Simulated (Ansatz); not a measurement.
Input:

```
CELL_PARAMETERS angstrom
      4.49114     0.00000     0.00000
     -2.24557     3.88944     0.00000
      0.00000     0.00000     3.50971
ATOMIC_POSITIONS crystal
  Sc 0.00000 0.00000 0.00000
  Be 0.33333 0.66667 0.00000
  Be 0.66667 0.33333 0.00000
  Be 0.50000 0.00000 0.50000
  Be 0.50000 0.50000 0.50000
  Be 0.00000 0.50000 0.50000
```

The numbers are results of PBEsol, DFPT electron-phonon coupling, linearised Boltzmann equation (plane waves, PAW, scalar-relativistic; Ansatz, an electronic-structure program), not measurements. How the cell was made: relaxed with this functional, without spin-orbit coupling.

Predict the intrinsic resistivity at 300 K.

12.6 (x), 12.6 (y), 9.8 (z) μΩ·cm.

And the electrons' mean free path at that temperature?

10.8 (x), 10.8 (y), 12.8 (z) nm, weighted by the current that each state carries. Wires not much wider than this gain resistivity from their walls.

A metal at this level (no band gap). Only scattering by harmonic phonons is included (no impurities, grain boundaries, electron-electron scattering or thermal expansion). Spin-orbit coupling is left out. Halving the electron mesh (24x24x24) moves the resistivity by up to 7 % at 300 K, the mean free path by up to 9 %. Smearing 0.20 eV; phonons on a 4x4x4 q mesh, which this run doesn't test.

Computed structure with no diffraction record at hand here (it may be known, metastable or hypothetical): Be5Sc (P6/mmm).
